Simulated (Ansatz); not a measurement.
Defect: interstitial Al in alpha quartz, charge state +3. The step: a concerted move, in which Al travels most; the atom moves 1.67 Å along (-0.01, 0.27, -0.17) of the unit cell; the moving atom starts with neighbours 4 O at 1.81 Å and ends with 2 O at 1.96, 2 O at 1.97, 2 O at 2.09 Å. DFT values are from Ansatz (plane-wave PAW, 420 eV unless said) in a cell of 72 host sites, spin-restricted, static, with no finite-size correction. The charge state is imposed; whether it is stable for some Fermi level was not computed. Sites that were not tried may lie lower. For the PBE band: the saddle point's order was not checked.

```json
[
 {"Level": "CHGNet universal potential (has no charge state), its own band", "Forward barrier (eV)": "0.53", "Cost of the band or of the saddle's single point": "-"},
 {"Level": "PBE, the Γ point alone, band relaxed", "Forward barrier (eV)": "0.61", "Cost of the band or of the saddle's single point": "around 40 core-minutes (rough)"},
 {"Level": "PBE, a 2×2×2 k-point mesh shifted by half a step along c, same geometries", "Forward barrier (eV)": "0.60", "Cost of the band or of the saddle's single point": "about 2.4 core-minutes (a rough figure)"},
 {"Level": "r2SCAN at 500 eV, the Γ point alone, same geometries", "Forward barrier (eV)": "___", "Cost of the band or of the saddle's single point": "about 70 core-seconds (a rough figure)"}
]
```

**Question.** Complete the blanks.

**Answer.** 
- r2SCAN at 500 eV, the Γ point alone, same geometries, Forward barrier (eV): 0.65

Ansatz is a quantum-chemistry and plane-wave program.
